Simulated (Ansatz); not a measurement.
Input and output of a self-consistent single point for a (001) slab of NiTe2 (cut from a parent of space group no. 164; 6 atoms in the cell) (Ansatz, an electronic-structure program).

Method: PBEsol, default PAW files made with PBE (plane waves; Ansatz).

```xyz
6
Lattice="3.8867 0.0000 0.0000 -1.9434 3.3660 0.0000 0.0000 0.0000 21.9959" Properties=species:S:1:pos:R:3 pbc="T T T"
Ni     0.0000     0.0000     8.3036
Te     0.0000     2.2440     9.6072
Te     1.9434     1.1220     7.0000
Ni     0.0000     0.0000    13.6923
Te     0.0000     2.2440    14.9959
Te     1.9434     1.1220    12.3887
```

Reference input (self-consistent single point, DFT, PBEsol, plane waves, default PAW files made with PBE): basis.ecutwfc = 30.9 Ry; kpoints.mp_grid.grid = 9 9 1; hamiltonian.xc = pbesol; hamiltonian.pseudopotentials = {kind: paw} (the program's default PAW files); scf.occupations.method = gaussian; scf.occupations.width = 0.0073 Ry. This run's input differs from it in these lines:

Ansatz 0.2 input:
```diff
@@ -17,3 +17,3 @@
   mp_grid:
-    grid: [9, 9, 1]
+    grid: [21, 21, 1]
 hamiltonian:
```

The program printed (abridged):

```
SCF iter   1: F=—  HF=-39217.043073 eV  |F-HF|=—  |Δ(HF+E_count)|=         —  Δρ=1.19e-2  dr2=3.02e-1  ethr=1.77e-3  ⟨swp⟩=10.6  Hψ=13355  notcnv=0  defer=48
all-band conjugate gradients solve this SCF's bands
preconditioner: auto → LDOS
SCF iter   2: F=—  HF=-39217.025836 eV  |F-HF|=—  |Δ(HF+E_count)|=   1.72e-2  Δρ=9.09e-3  dr2=1.32e-1  ethr=3.02e-4  ⟨swp⟩=2.1  Hψ=4411  notcnv=0  defer=182
   [... lines left out ...]
SCF iter   6: F=—  HF=-39217.016570 eV  |F-HF|=—  |Δ(HF+E_count)|=   1.28e-4  Δρ=4.50e-5  dr2=4.66e-6  ethr=4.01e-8  ⟨swp⟩=2.6  Hψ=4450  notcnv=0  defer=182
SCF iter   7: F=—  HF=-39217.016580 eV  |F-HF|=—  |Δ(HF+E_count)|=   1.02e-5  Δρ=1.28e-5  dr2=4.95e-7  ethr=4.66e-9  ⟨swp⟩=2.2  Hψ=4247  notcnv=0  defer=182
SCF iter   8: F=—  HF=-39217.016581 eV  |F-HF|=—  |Δ(HF+E_count)|=   2.45e-7  Δρ=4.42e-6  dr2=1.02e-7  ethr=1.00e-10  ⟨swp⟩=14.4  Hψ=14371  notcnv=0
SCF iter   9: F=-39217.016581 eV  HF=-39217.016581 eV  |F-HF|=4.96e-8  |Δ(HF+E_count)|=   2.13e-8  Δρ=9.67e-7  dr2=7.53e-9  ethr=1.00e-10  ⟨swp⟩=5.5  Hψ=9737  notcnv=0
SCF 1 converged in 9 iterations: F = -39217.016581 eV  dr2 = 7.53e-9
Free energy (F): -39217.016581 eV
Internal energy: -39216.995260 eV  (E = F + TS)
E sigma→0 (E₀):  -39217.005920 eV
Entropy (-TS):   -0.021320 eV (-3.553 meV/atom)
Fermi energy:    3.378408 eV
--- Forces (eV/Å), atoms counted from 1 ---
  atom   1  Ni     0.00000000    -0.00000000     0.14916511
  atom   2  Te     0.00000000     0.00000000    -0.25767830
  atom   3  Te    -0.00000000    -0.00000000     0.34469636
  atom   4  Ni     0.00000000     0.00000000    -0.14916511
  atom   5  Te     0.00000000     0.00000000    -0.34469636
  atom   6  Te    -0.00000000    -0.00000000     0.25767830
--- Stress (GPa, compression-positive) ---
       -2.472496      -0.000000      -0.000000
       -0.000000      -2.472496      -0.000000
       -0.000000      -0.000000      -1.582927
  P = ⅓ Tr σ = -2.1760 GPa (-21.760 kbar)
  The stress holds the Pulay correction. Without it, at fixed plane waves, as pw.x and ABINIT print it: P = -2.1933 GPa
```

The run converged in 9 iterations. Against the reference run the free energy goes down by 1.8 meV/atom and the largest force moves little (0.338 to 0.345 eV/Å).

The starting cell comes from a database of computed structures (which also holds hypothetical and non-ambient phases and stackings), without a prior relaxation at this level. The slab is cut from that crystal, and its faces are unrelaxed. Its lattice was rescaled by up to half a per cent. Spin-orbit coupling is off. Spin polarisation is off, so a magnetic state, if there is one, cannot be reached.

Cost on one core of a shared machine: roughly 50 s.
